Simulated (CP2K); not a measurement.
Band structure of KCaCl3 (Cm, 5 atoms in the cell).

```
KCaCl3
1.0
    5.40737     0.00000     0.00000
   -0.00205     5.40737     0.00000
   -0.00037    -0.00037     5.40652
K Ca Cl
1 1 3
Cartesian
  5.39441   5.39646   5.40641
  2.69107   2.69210   2.62330
  2.67723   5.40406   2.61016
  5.40304   2.67928   2.61016
  2.74170   2.74274   5.32618
```

Method: CP2K with PBEsol, GPW, DZVP-MOLOPT-SR-GTH basis, GTH-PBE potentials (GTH_POTENTIALS).

Settings: CUTOFF = 500 Ry; REL_CUTOFF = 60 Ry; KPOINTS/SCHEME = MONKHORST-PACK 3 3 3; XC_FUNCTIONAL = PBE:PBESOL; K/BASIS_SET = DZVP-MOLOPT-SR-GTH-q9; K/POTENTIAL = GTH-PBE-q9; Ca/BASIS_SET = DZVP-MOLOPT-SR-GTH-q10; Ca/POTENTIAL = GTH-PBE-q10; Cl/BASIS_SET = DZVP-MOLOPT-SR-GTH-q7; Cl/POTENTIAL = GTH-PBE-q7; METHOD = GPW; EPS_DEFAULT = 1e-10; EXTRAPOLATION = USE_GUESS; NGRIDS = 5.

The starting cell comes from a database of computed structures (which also holds hypothetical and non-ambient phases and stackings), without a prior relaxation at this level. Values carry the incompleteness of an atom-centred basis. The potentials were made for another functional than the one used.

Task: Predict the gap along the standard path and the places of the band edges.

Result: The gap along the path is 4.59 eV, from A to Γ; the smallest direct gap on it is 4.90 eV.

Levels in eV from the top of the valence band on the SCF mesh, bands 17 to 21:
| point | 17 | 18 | 19 | 20 | 21 |
|---|---|---|---|---|---|
| Γ | -0.38 | -0.18 | -0.18 | -0.18 | 4.73 |
| X | -0.73 | -0.69 | -0.68 | 0.12 | 6.79 |
| S | -0.72 | -0.50 | -0.26 | -0.26 | 5.93 |
| R | -0.74 | -0.68 | -0.68 | 0.12 | 6.78 |
| A | -1.36 | 0.13 | 0.13 | 0.14 | 6.44 |
| Z | -0.71 | -0.50 | -0.26 | -0.26 | 5.93 |
| Y | -0.73 | -0.69 | -0.68 | 0.12 | 6.79 |
| X1 | -0.73 | -0.69 | -0.68 | 0.12 | 6.79 |
| A1 | -1.36 | 0.13 | 0.13 | 0.14 | 6.44 |
| T | -1.36 | 0.13 | 0.13 | 0.14 | 6.44 |

Higher empty bands are left out: an atom-centred basis made for the valence describes them poorly.
